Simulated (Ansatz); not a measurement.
MoSeS (P-3m1, No. 164, 6 atoms in the cell; start mp-1221404) was calculated with PBEsol in Ansatz (plane waves, PAW).

Settings: plane-wave cutoff 520 eV, 12×12×4 k mesh (along the axes of the cell as run), Fermi–Dirac smearing 0.01 eV, no spin polarisation, scalar-relativistic PAW data made under PBE.

Cell (relaxed at this level):

```
MoSSe
1.0
    3.20585     0.00000     0.00000
   -1.60293     2.77635     0.00000
    0.00000     0.00000    13.28927
Mo Se S
2 2 2
Cartesian
  0.00000   0.00000   3.49255
  0.00000   0.00000   9.79672
  1.60293   0.92545  11.49422
  0.00000   1.85090   1.79505
  0.00000   1.85090   5.01618
  1.60293   0.92545   8.27310
```

Question: Give the computed band gap, smallest direct gap on the k points sampled and direct gap at Γ.

Answer: 
* **band gap**: 0.89 eV
* **smallest direct gap on the k points sampled**: 1.67 eV
* **direct gap at Γ**: 2.35 eV

Note: the cell has widely spaced layers and the level no dispersion term, so their spacing and the moduli can rest on weak binding.

Spin–orbit coupling is not included.

Static lattice: no zero-point or thermal effects.

Cost on a shared machine: very roughly 22 core-seconds.

A start named mp-… is a Materials Project structure, which need not be a measured phase.

Ansatz is a program for electronic structure.
